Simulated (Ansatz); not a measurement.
The starting structures come from a database of crystals and need not be the phases stable at ambient conditions.

Given:

```yaml
crystal:
  lattice:
    - [3.83132, 0.00000, 0.00000]
    - [-1.91566, 3.31802, 0.00000]
    - [0.00000, 0.00000, 6.33262]
  atoms:
    - { symbol: Si, position: [0.33333, 0.66667, 0.06301] }
    - { symbol: Si, position: [0.66667, 0.33333, 0.93699] }
    - { symbol: Si, position: [0.66667, 0.33333, 0.56301] }
    - { symbol: Si, position: [0.33333, 0.66667, 0.43699] }
```

Space group of this cell: P6_3/mmc. The cell is taken as given.

The current runs along the normal of the first two printed vectors, the (001) plane. All runs by Ansatz (a program for electronic structure), plane waves and PAW, without spin-orbit coupling; the base is r2SCAN.

```tsv
run	mean pressure (GPa)	gap (eV)	mid-gap κ (1/Å)
base	0.2	0.60	0.114
all lengths scaled by 0.98	6.9	0.46	0.116
all lengths scaled by 1.02	-4.9	(withheld)	0.110
lengths across the current scaled by 0.98, ions clamped	4.5	0.60	0.110
lengths across the current scaled by 1.02, ions clamped	-3.3	0.59	0.117
lengths along the current scaled by 0.97, ions clamped	3.5	(withheld)	(withheld)
lengths along the current scaled by 1.03, ions clamped	-2.4	(withheld)	(withheld)
```

Task: Complete the blanks.

Result: 
- all lengths scaled by 1.02, gap (eV): 0.72
- lengths along the current scaled by 0.97, ions clamped, gap (eV): 0.38
- lengths along the current scaled by 0.97, ions clamped, mid-gap κ (1/Å): 0.121
- lengths along the current scaled by 1.03, ions clamped, gap (eV): 0.79
- lengths along the current scaled by 1.03, ions clamped, mid-gap κ (1/Å): 0.102
